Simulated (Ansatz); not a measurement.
For Sb (P6₃/mmc, No. 194, 2 atoms in the cell; start COD 9013464; another form than the element's usual one), LDA (plane waves, PAW; Ansatz, a first-principles code) gives:

lattice constant a: 3.294 Å
c axis length: 5.469 Å
cohesive energy: 3.41 eV/atom

Task: What does r²SCAN+rVV10 (plane waves, PAW; Ansatz) give for the same quantities?

Result: 
- lattice constant a: 3.333 Å (grows by 1.2 %)
- lattice parameter c: 5.554 Å (rises by 1.6 %)
- cohesive energy: 2.41 eV/atom (falls by 1.00 eV/atom)

Changes are worked out from the printed values.

Unless a cell is named, each level is at its own relaxed cell (LDA 25.69, r²SCAN+rVV10 26.72 Å³/atom).

Levels without +SOC leave out spin–orbit coupling, which shifts energies and cells of such heavy elements.

Caveats: the relaxation could not lower the start's symmetry, so the cell can be a saddle point above a distorted one (LDA, r²SCAN+rVV10). Ansatz's density-functional and Hartree–Fock values are scalar-relativistic unless marked +SOC, with PAW data made under PBE.
